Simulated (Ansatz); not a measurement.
## What uniaxial strain ε_xx = −2.25 % does to GaCuSe2

Base system: GaCuSe2 in the chalcopyrite structure (space group I-42d, No. 122; a = 5.5700 Å, c = 11.0748 Å). Axes: x, y, z lie along a, b, c of the conventional cell.

The change: the cell is compressed by 2.25 % along x with no lateral relaxation; the atoms relax in the strained cell.

The values are results of plane-wave PAW DFT at the PBEsol level (Ansatz, an electronic-structure program, 420 eV), spin-orbit coupling left out, not measurements. k-mesh 8×8×8 (Γ-centred); smearing 0.05 eV (Fermi–Dirac).

* **Volume per atom**: 20.99 Å³ (base 21.47 Å³)
* **Space group**: I2_12_12_1 (No. 24) (base I-42d (No. 122))
* **Shortest interatomic distance**: 2.362 Å (base 2.381 Å)
* **Energy relative to the base (free energy F)**: +3.3 meV/atom
* **Band gap**: 0.23 eV (base 0.12 eV)
* **Gap character**: direct at Γ (base direct at Γ)
* **Valence-band top at Γ (three highest levels, from the VBM)**: 0.00, -0.02, -0.10 eV (base 0.00, -0.09, -0.09 eV)
* **Stress (xx, yy, zz, yz, xz, xy; compression positive)**: (2.25, 1.41, 1.41, 0.00, 0.00, 0.00) GPa

Whether these cells are dynamically stable was not tested. All final runs are without spin polarisation. A zero or small gap of GaCuSe2 can be the functional's error rather than a property of the material. k-point labels follow each cell's own Brillouin zone.
